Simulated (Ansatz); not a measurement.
Band structure of SiMo3 (Pm-3n, 8 atoms in the cell).

```yaml
crystal:
  lattice:
    - [4.81440, 0.00000, 0.00000]
    - [0.00000, 4.81440, 0.00000]
    - [0.00000, 0.00000, 4.81440]
  atoms:
    - { symbol: Si, position: [0.50000, 0.50000, 0.50000] }
    - { symbol: Si, position: [0.00000, 0.00000, 0.00000] }
    - { symbol: Mo, position: [0.00000, 0.50000, 0.25000] }
    - { symbol: Mo, position: [0.00000, 0.50000, 0.75000] }
    - { symbol: Mo, position: [0.25000, 0.00000, 0.50000] }
    - { symbol: Mo, position: [0.75000, 0.00000, 0.50000] }
    - { symbol: Mo, position: [0.50000, 0.25000, 0.00000] }
    - { symbol: Mo, position: [0.50000, 0.75000, 0.00000] }
```

Method of the run: PBE (plane waves, PAW; Ansatz, a program for electronic structure).

Settings: basis.ecutwfc = 420 eV; kpoints.mp_grid.grid = 5 5 5; hamiltonian.xc = pbe; hamiltonian.pseudopotentials = {kind: paw} (the program's default PAW files); scf.occupations.method = fermi_dirac; scf.occupations.width = 0.1 eV; kpoints.band_path.npoints = 8.

The starting cell comes from a database of computed structures (which also holds hypothetical and non-ambient phases and stackings), without a prior relaxation at this level. Its lattice was rescaled by a random factor within 2.5 % of one. Spin polarisation is off.

Levels in eV from the Fermi level, bands 42 to 49:
| point | 42 | 43 | 44 | 45 | 46 | 47 | 48 | 49 |
|---|---|---|---|---|---|---|---|---|
| Γ | -2.31 | -1.67 | -1.67 | 1.31 | 1.31 | 1.31 | 2.32 | 2.52 |
| X | -2.62 | -1.76 | -1.76 | 0.28 | 0.28 | 0.95 | 0.95 | 1.59 |
| M | -1.35 | -1.23 | -0.91 | -0.91 | -0.78 | -0.76 | -0.58 | -0.10 |
| R | -1.91 | -1.22 | -1.22 | -1.22 | -1.22 | -1.22 | -1.22 | 1.33 |

Bands cross the Fermi level along this path, so the cell is metallic at this level.

Keys are those of Ansatz 0.2.
